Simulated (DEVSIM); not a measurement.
Device: TaN/SiO2/p-Si capacitor, at 400 K.

| layer (left to right) | material | thickness (nm) | Na (cm⁻³) |
|---|---|---|---|
| 1 | SiO2 | 3.90 | - |
| 2 | Si | 580 | 9.9e17 |

Metal gate on the left, work function 4.4 eV. Fixed charge at the semiconductor interface 2.7e10 cm⁻² (in units of +e); no interface traps.

Constants are typed, rounded textbook-type inputs, not results; the design itself was drawn at random and stands for no fabricated device. Values at 300 K; Nc and Nv go as T^1.5, mobilities as T to minus their exponent, the gap by Varshni's rule with the affinity fixed.

```csv
parameter,SiO2,Si
gap (eV),9,1.124
affinity (eV),0.9,4.05
permittivity,3.9,11.7
Nc (cm⁻³),-,2.86e19
Nv (cm⁻³),-,3.1e19
Varshni α (eV/K),-,0.000473
Varshni β (K),-,636
```

DEVSIM, 1D Poisson equation in equilibrium, Boltzmann statistics, complete ionisation; no quantum confinement or tunnelling. Metal contacts follow the ideal Schottky-Mott rule: no Fermi-level pinning, no interface dipoles.

The temperature was swept, all else fixed.

| temperature (K) | minimum of the low-frequency capacitance (μF/cm²) | threshold voltage (band bending 2φF) (V) | flat-band voltage (V) |
|---|---|---|---|
| 250 | 0.229 | 0.92 | -0.72 |
| 300 | 0.238 | 0.89 | -0.69 |
| 350 | [?] | [?] | -0.65 |
| 400 | 0.256 | 0.80 | -0.62 |
| 450 | 0.269 | 0.76 | -0.58 |
| 500 | 0.281 | 0.71 | -0.54 |

**Question.** Fill in the missing entries.

**Answer.** 
- 350, minimum of the low-frequency capacitance (μF/cm²): 0.246
- 350, threshold voltage (band bending 2φF) (V): 0.85
